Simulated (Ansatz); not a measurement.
Effect of Mo → Cr on Mo

The parent structure is Mo in the bcc (W type) structure (space group Im-3m, No. 229; a = 3.130 Å).

Now apply this change: Cr takes the place of Mo on all its sites; the structure is relaxed again.

Calculations: DFT with PBEsol, PAW potentials and a 420 eV plane-wave cutoff in Ansatz (an electronic-structure program), no SOC. k-mesh 23×23×23 (Γ-centred); smearing 0.05 eV (Fermi–Dirac), for the changed cell.

```csv
quantity,base,changed,shift
volume per atom,15.33 Å³,11.14 Å³,-4.182 Å³
density,10.40 g/cm³,7.75 g/cm³,-2.65 g/cm³
lattice parameter a,3.130 Å,2.814 Å,-0.3154 Å
space group,Im-3m (No. 229),Im-3m (No. 229),–
shortest interatomic distance,2.710 Å,2.437 Å,-0.273 Å
band gap,zero,zero,–
```

Stability against distortions was not tested. Seeded moments were not kept for Mo → Cr. All final runs are without spin polarisation. Real Cr is antiferromagnetic at low temperature and ambient pressure, an order that this cell doesn't hold.
